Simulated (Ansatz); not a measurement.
**A computed series for hypothetical diamond La: response to strain**

The reference is La in the diamond structure (space group Fd-3m, No. 227; a = 6.569 Å; a hypothetical phase, not in the database extracts checked; relaxed with 0.1 eV smearing). Axes: x, y, z lie along the cube axes.

Strains are applied to the cell and any free atomic positions relax; under biaxial strain the out-of-plane vector relaxes too.

Calculations: plane-wave PAW DFT at the PBEsol level (Ansatz, a program for electronic structure, 420 eV), scalar-relativistic without spin-orbit coupling.

Notes on the quantities. pressure: mean of the normal stresses, compression positive; energy relative to the base: free energy F.

| change | pressure | energy relative to the base | volume per atom |
|---|---|---|---|
| base | 0.0 GPa | 0 meV/atom | 35.43 Å³ |
| biaxial strain +0.14 %, plane normal [001], relaxed out of plane | 0.0 GPa | 0.0 meV/atom | 35.42 Å³ |
| biaxial strain +2.87 %, plane normal [001], relaxed out of plane | 0.2 GPa | -1.9 meV/atom | 35.24 Å³ |
| uniaxial strain ε_yy = −2.50 % | 1.4 GPa | +3.7 meV/atom | 34.54 Å³ |

Stability against distortions was not tested. Under biaxial strain +2.87 %, plane normal [001], relaxed out of plane the cell ends below the base's energy or with stress of the wrong sign: the atoms slid into a distortion or the cell is elastically unstable, so the base is not a stable minimum at this level.
